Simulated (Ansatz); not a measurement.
## What As → Ru does to InAs

Start from InAs in the zinc blende structure (space group F-43m, No. 216; a = 6.087 Å).

Perturbation: full substitution As → Ru; the structure is relaxed again.

The values are results of Ansatz (an electronic-structure program) PBEsol, no spin-orbit coupling, earlier PAW set, not measurements. Γ-centred 14×14×14 mesh, Fermi–Dirac width 0.05 eV, for the changed cell.

- Volume per atom: 25.80 Å³ (base 28.20 Å³)
- Density: 6.95 g/cm³ (base 5.59 g/cm³)
- Space group: F-43m (No. 216) (base F-43m (No. 216))
- Shortest interatomic distance: 2.559 Å (base 2.636 Å)
- Band gap: zero (base zero)

Whether these cells are dynamically stable was not tested. As relaxed here, InRu is a hypothetical phase, not in the database extracts checked. All final runs are without spin polarisation. An odd electron count without spin: InRu. InRu has a high density of states at the Fermi level and may be magnetic at this level. A zero or small gap of InAs can be the functional's error rather than a property of the material.
